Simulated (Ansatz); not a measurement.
A self-consistent single point of LuAu (P4mm, 2 atoms in the cell) with Ansatz (an electronic-structure program).

Computed with PBEsol, default PAW files made with PBE (plane waves; Ansatz).

The change in words: lattice scaled by 0.98; basis.ecutwfc: 420 eV → 840 eV. Reference geometry:
```yaml
crystal:
  lattice:
    - [3.51413, 0.00000, 0.00000]
    - [0.00000, 3.51413, 0.00000]
    - [0.00000, 0.00000, 3.51413]
  atoms:
    - { symbol: Lu, position: [0.50000, 0.50000, 0.51423] }
    - { symbol: Au, position: [0.00000, 0.00000, 0.00000] }
```

Reference input (self-consistent single point, DFT, PBEsol, plane waves, default PAW files made with PBE): basis.ecutwfc = 420 eV; kpoints.mp_grid.grid = 9 9 9; hamiltonian.xc = pbesol; hamiltonian.pseudopotentials = {kind: paw} (the program's default PAW files); scf.occupations.method = fermi_dirac; scf.occupations.width = 0.1 eV. This run's input differs from it in these lines:

Ansatz 0.2 input:
```diff
@@ -3,10 +3,10 @@
   lattice:
-    - [3.51413300, 0.00000000, 0.00000000]
-    - [0.00000000, 3.51413300, 0.00000000]
-    - [0.00000000, 0.00000000, 3.51413300]
+    - [3.44385000, 0.00000000, 0.00000000]
+    - [0.00000000, 3.44385000, 0.00000000]
+    - [0.00000000, 0.00000000, 3.44385000]
   atoms:
-    - { symbol: Lu, position_ang: [1.75706650, 1.75706650, 1.80706558] }
+    - { symbol: Lu, position_ang: [1.72192500, 1.72192500, 1.77092410] }
     - { symbol: Au, position_ang: [0.00000000, 0.00000000, 0.00000000] }
 basis:
-  ecutwfc: 420.0
+  ecutwfc: 840.0
 kpoints:
```

Log, with long lists cut:

```
SCF iter   1: F=—  HF=-27620.323643 eV  |F-HF|=—  |Δ(HF+E_count)|=         —  Δρ=5.31e-3  dr2=1.44e-2  ethr=1.77e-3  ⟨swp⟩=5.8  Hψ=8680  notcnv=0
all-band conjugate gradients solve this SCF's bands
preconditioner: auto → Kerker (q_TF=auto, 2.762 Å⁻¹)
SCF iter   2: F=—  HF=-27620.319951 eV  |F-HF|=—  |Δ(HF+E_count)|=   3.69e-3  Δρ=1.98e-3  dr2=1.60e-3  ethr=3.28e-5  ⟨swp⟩=2.8  Hψ=4272  notcnv=0
SCF iter   3: F=—  HF=-27620.319663 eV  |F-HF|=—  |Δ(HF+E_count)|=   2.88e-4  Δρ=9.24e-4  dr2=3.39e-4  ethr=3.65e-6  ⟨swp⟩=2.0  Hψ=2990  notcnv=0
SCF iter   4: F=—  HF=-27620.319457 eV  |F-HF|=—  |Δ(HF+E_count)|=   2.05e-4  Δρ=5.90e-4  dr2=9.57e-5  ethr=7.70e-7  ⟨swp⟩=2.0  Hψ=3314  notcnv=0
SCF iter   5: F=—  HF=-27620.319442 eV  |F-HF|=—  |Δ(HF+E_count)|=   1.54e-5  Δρ=1.34e-4  dr2=4.32e-6  ethr=2.18e-7  ⟨swp⟩=2.0  Hψ=3606  notcnv=0
SCF iter   6: F=—  HF=-27620.319443 eV  |F-HF|=—  |Δ(HF+E_count)|=   1.44e-6  Δρ=2.44e-5  dr2=2.19e-7  ethr=9.82e-9  ⟨swp⟩=2.0  Hψ=3295  notcnv=0
SCF iter   7: F=-27620.319443 eV  HF=-27620.319443 eV  |F-HF|=4.94e-8  |Δ(HF+E_count)|=   3.25e-7  Δρ=7.60e-6  dr2=1.95e-8  ethr=2.27e-10  ⟨swp⟩=6.9  Hψ=10460  notcnv=0
SCF 1 converged in 7 iterations: F = -27620.319443 eV  dr2 = 1.95e-8
Free energy (F): -27620.319443 eV
Internal energy: -27620.287646 eV  (E = F + TS)
E sigma→0 (E₀):  -27620.303544 eV
Entropy (-TS):   -0.031797 eV (-15.899 meV/atom)
Fermi energy:    18.928807 eV
--- Forces (eV/Å), atoms counted from 1 ---
  atom   1  Lu     0.00000000     0.00000000    -0.16201671
  atom   2  Au    -0.00000000     0.00000000     0.16200881
--- Stress (GPa, compression-positive) ---
        3.523920       0.000000      -0.000000
        0.000000       3.523920       0.000000
       -0.000000       0.000000       3.482269
  P = ⅓ Tr σ = 3.5100 GPa (35.100 kbar)
  The stress holds the Pulay correction. Without it, at fixed plane waves, as pw.x and ABINIT print it: P = 3.5093 GPa
```

The run converged in 7 iterations. Against the reference run the free energy drops by 1.2 meV/atom, the pressure goes from -3.04 to 3.51 GPa and the largest force goes from 0.114 to 0.162 eV/Å.

The starting cell comes from a database of computed structures (which also holds hypothetical and non-ambient phases and stackings), without a prior relaxation at this level. Its lattice was rescaled by up to half a per cent. One atom was moved a little off its site on purpose. For this run, on top of that: lattice scaled by 0.98. Ansatz's pressure includes its estimate of the finite-basis (Pulay) stress.
